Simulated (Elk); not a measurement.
# A self-consistent single point of Al3Cd (Pm-3m, 4 atoms in the cell) with Elk

Method: Elk with PBEsol, all-electron FP-LAPW, Elk's shipped species files, APW+lo basis with extra local orbitals.

This input was run:

```
tasks
  0

xctype
  22

rgkmax
  8.0

gmaxvr
  16.0

nxlo
  2

lorbcnd
  .true.

lmaxi
  2

stype
  1

swidth
  0.00734986

avec
    7.8091628189    0.0000000000    0.0000000000
    0.0000000000    7.8091628189    0.0000000000
    0.0000000000    0.0000000000    7.8091628189

atoms
  2   : nspecies
  'Al.in'   : spfname
  3   : natoms; atposl, bfcmt below
  0.0000000000  0.5000000000  0.5000000000    0.0 0.0 0.0
  0.5000000000  0.0000000000  0.5000000000    0.0 0.0 0.0
  0.5000000000  0.5000000000  0.0000000000    0.0 0.0 0.0
  'Cd.in'   : spfname
  1   : natoms; atposl, bfcmt below
  0.0000000000  0.0000000000  0.0000000000    0.0 0.0 0.0

ngridk
  9 9 9
```

Output (repeated stretches shortened):

```
│ Elk code version 10.2.4 │

All units are atomic (Hartree, Bohr, etc.)

│ Ground-state run starting from atomic densities │

Lattice vectors :
   7.809162819       0.000000000       0.000000000
   0.000000000       7.809162819       0.000000000
   0.000000000       0.000000000       7.809162819

Unit cell volume      :    476.2263631
Brillouin zone volume :   0.5208661945

Muffin-tin inner radius fraction :   0.1000000000E-01

Nuclei treated as point charges

Species :    1 (Al)
 parameters loaded from : Al.in
 name : aluminium
 nuclear charge    :   -13.00000000
 electronic charge :    13.00000000
 atomic mass :    49184.33492
 muffin-tin radius :    2.200000000
 number of radial points in muffin-tin :    397
 atomic positions (lattice), magnetic fields (Cartesian) :
   1 :   0.00000000  0.50000000  0.50000000    0.00000000  0.00000000  0.00000000
   2 :   0.50000000  0.00000000  0.50000000    0.00000000  0.00000000  0.00000000
   3 :   0.50000000  0.50000000  0.00000000    0.00000000  0.00000000  0.00000000

Species :    2 (Cd)
 parameters loaded from : Cd.in
 name : cadmium
 nuclear charge    :   -48.00000000
 electronic charge :    48.00000000
 atomic mass :    204912.7175
 muffin-tin radius :    2.600000000
 number of radial points in muffin-tin :    597
 atomic positions (lattice), magnetic fields (Cartesian) :
   1 :   0.00000000  0.00000000  0.00000000    0.00000000  0.00000000  0.00000000

Total number of atoms per unit cell :    4

Spin treatment :
 spin-unpolarised

Number of Bravais lattice symmetries :   48
Number of crystal symmetries         :   48
Crystal has inversion symmetry
Real symmetric eigensolver will be used

k-point grid :      9     9     9
k-point offset :    0.000000000       0.000000000       0.000000000
k-point set is reduced with full crystal symmetry group
Total number of k-points :       35

Muffin-tin radius times maximum |G+k| :    8.000000000
 using average radius
Maximum |G+k| for APW functions       :    3.478260870
Maximum (1/2)|G+k|²                   :    6.049149338
Maximum |G| for potential and density :    16.00000000
 potential will be trimmed for |G| > 2 gkmax
Constant for pseudocharge density :   10
Radial integration step length :    4

G-vector grid sizes :     40    40    40
Number of G-vectors :    32987

Maximum angular momentum used for
 APW functions                      :    8
 outer part of muffin-tin           :    6
 inner part of muffin-tin           :    2

Total nuclear charge    :   -87.00000000
Total core charge       :    42.00000000
Total valence charge    :    45.00000000
Total excess charge     :    0.000000000
Total electronic charge :    87.00000000

Effective Wigner radius, rₛ :    1.093289534

Number of empty states         :   16
Total number of valence states :   39
Total number of core states    :   42

Conduction state local-orbitals added automatically
Total number of local-orbitals :  286

Exchange-correlation functional :     22     0     0
 PBEsol, Phys. Rev. Lett. 100, 136406 (2008)
 gradient requirement :    1
 generalised gradient approximation (GGA)

Smearing type :    1
 Methfessel-Paxton order 1, Phys. Rev. B 40, 3616 (1989)
Smearing width :   0.7349860000E-02
Effective electronic temperature (K) :    2320.902224

Mixing type :    3
 Broyden mixing, J. Phys. A: Math. Gen. 17, L317 (1984)

Kohn-Sham potential initialised from atomic data

│ Self-consistent loop started │
│ Loop number : 1 │
 total energy                :     -6314.11807710
│ Loop number : 2 │
 total energy                :     -6314.44761090
RMS change in Kohn-Sham potential (target) :   0.5671276699     (  0.1000000000E-05)
Absolute change in total energy (target)   :   0.3295337932     (  0.1000000000E-03)
│ Loop number : 3 │
 total energy                :     -6314.28860955
RMS change in Kohn-Sham potential (target) :   0.5350203500     (  0.1000000000E-05)
Absolute change in total energy (target)   :   0.7661790391E-01 (  0.1000000000E-03)
│ Loop number : 4 │
 total energy                :     -6317.74663078
RMS change in Kohn-Sham potential (target) :   0.2124758196     (  0.1000000000E-05)
Absolute change in total energy (target)   :    3.438866762     (  0.1000000000E-03)
│ Loop number : 5 │
 total energy                :     -6319.57194356
RMS change in Kohn-Sham potential (target) :   0.6065821079E-01 (  0.1000000000E-05)
Absolute change in total energy (target)   :    2.685029464     (  0.1000000000E-03)
│ Loop number : 6 │
 total energy                :     -6320.31182775
RMS change in Kohn-Sham potential (target) :   0.1343855703E-01 (  0.1000000000E-05)
Absolute change in total energy (target)   :    1.411141559     (  0.1000000000E-03)
│ Loop number : 7 │
 total energy                :     -6320.54093960
RMS change in Kohn-Sham potential (target) :   0.9085206473E-03 (  0.1000000000E-05)
Absolute change in total energy (target)   :   0.5818972354     (  0.1000000000E-03)
│ Loop number : 8 │
 total energy                :     -6320.57198964
RMS change in Kohn-Sham potential (target) :   0.4335238049E-03 (  0.1000000000E-05)
Absolute change in total energy (target)   :   0.1765243483     (  0.1000000000E-03)
│ Loop number : 9 │
 total energy                :     -6320.56477782
RMS change in Kohn-Sham potential (target) :   0.1535545971E-03 (  0.1000000000E-05)
Absolute change in total energy (target)   :   0.3691926912E-01 (  0.1000000000E-03)
│ Loop number : 10 │
 total energy                :     -6320.56792613
RMS change in Kohn-Sham potential (target) :   0.1639049998E-04 (  0.1000000000E-05)
Absolute change in total energy (target)   :   0.1237812415E-01 (  0.1000000000E-03)
│ Loop number : 11 │
 total energy                :     -6320.56789823
RMS change in Kohn-Sham potential (target) :   0.4263815018E-05 (  0.1000000000E-05)
Absolute change in total energy (target)   :   0.3066637975E-02 (  0.1000000000E-03)
│ Loop number : 12 │
 total energy                :     -6320.56788851
RMS change in Kohn-Sham potential (target) :   0.1194509648E-05 (  0.1000000000E-05)
Absolute change in total energy (target)   :   0.7569341633E-03 (  0.1000000000E-03)
│ Loop number : 13 │
 total energy                :     -6320.56785061
RMS change in Kohn-Sham potential (target) :   0.3639573227E-06 (  0.1000000000E-05)
Absolute change in total energy (target)   :   0.1513331181E-03 (  0.1000000000E-03)
│ Loop number : 14 │
 total energy                :     -6320.56783033
RMS change in Kohn-Sham potential (target) :   0.8803998189E-07 (  0.1000000000E-05)
Absolute change in total energy (target)   :   0.1755409903E-04 (  0.1000000000E-03)
Convergence targets achieved

│ Loop number : 15 │

Energies :
 Fermi                       :     0.277450533008
 sum of eigenvalues          :     -3744.35964506
 electron kinetic            :      6592.01492916
 core electron kinetic       :      6219.19483224
 Coulomb                     :     -12705.9275961
 Coulomb potential           :     -10065.4244480
 nuclear-nuclear             :     -581.971560971
 electron-nuclear            :     -14182.4876222
 Hartree                     :      2058.53158712
 Madelung                    :     -7673.21537209
 xc potential                :     -270.950126233
 exchange                    :     -202.022445746
 correlation                 :     -4.63271887344
 total energy                :     -6320.56783154

Density of states at Fermi energy :    48.96056760
 (states/Hartree/unit cell)

Estimated indirect band gap :   0.2175087406E-02
 from k-point     24 to k-point     33
Estimated direct band gap   :   0.4965094738E-02
 at k-point      8

Charges :
 core                        :    42.00000000
 valence                     :    45.00000000
 interstitial                :    6.661282561
 muffin-tins (core leakage)
  species :    1 (Al)
   atom    1                 :    11.16218273     (  0.4721988805E-03)
   atom    2                 :    11.16218273     (  0.4721988805E-03)
   atom    3                 :    11.16218273     (  0.4721988805E-03)
  species :    2 (Cd)
   atom    1                 :    46.85216924     (  0.2489673181E-03)
 total in muffin-tins        :    80.33871744
 total calculated charge     :    86.97126749
 total charge                :    87.00000000
 error                       :   0.2873251143E-01

│ Self-consistent loop stopped │
```

The run converged in 15 iterations. The count includes the last loop, which Elk runs after its targets are met.

The starting cell comes from a database of computed structures (which also holds hypothetical and non-ambient phases and stackings), without a prior relaxation at this level. Its lattice was rescaled by a random factor within 2.5 % of one. Values depend on the basis (sphere radii, cutoffs, local orbitals), which need not be converged. The log's line on a gap gives a spacing of levels on this mesh, which the program prints for metals too.

Cost on one core of a shared machine: roughly 70 s.
